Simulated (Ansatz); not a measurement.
# Carrier properties of ZnS under load (space group I-4m2)

Consider the following.

```yaml
crystal:
  lattice:
    - [0.00000, 2.66727, 2.72675]
    - [2.66727, 0.00000, 2.72675]
    - [2.66727, 2.66727, 0.00000]
  atoms:
    - { symbol: Zn, position: [0.00000, 0.00000, 0.00000] }
    - { symbol: S, position: [0.25000, 0.25000, 0.25000] }
```

Calculation: r2SCAN with spin-orbit coupling, rigid bands (plane waves, PAW; Ansatz, a program for electronic structure). Condition of this run: biaxial stress xx = yy = 1 GPa (compression positive) (the target of the relaxation). Cell: cell and atoms relaxed with r2SCAN, then loaded as said.

| Item | Value |
|---|---|
| band gap | 2.70 eV |
| electron conductivity mass (300 K, dilute) | 0.21 mₑ |
| hole conductivity mass (300 K, dilute) | 0.74 (x), 0.74 (y), 0.86 (z) mₑ |
| effective density of states N_c (300 K) | 2.3e18 cm⁻³ |
| effective density of states N_v (300 K) | 3.0e19 cm⁻³ |
| density-of-states mass, electrons | 0.21 mₑ |
| density-of-states mass, holes | 1.14 mₑ |
| Seebeck coefficient, n-type 1e19 cm⁻³, 300 K | -117 μV/K |
| Seebeck coefficient, p-type 1e19 cm⁻³, 300 K | 358 μV/K |
| best p-type power factor at 300 K for τ = 10 fs (best axis; densities from 1e16 to 1e21 cm⁻³ tried, whether or not they can be reached) | 15.9 μW/(cm·K²) at 3e20 cm⁻³ |

Rigid bands; masses and Seebeck coefficients take one relaxation time τ for all states and one kind of carrier; polarons and phonon drag are left out.
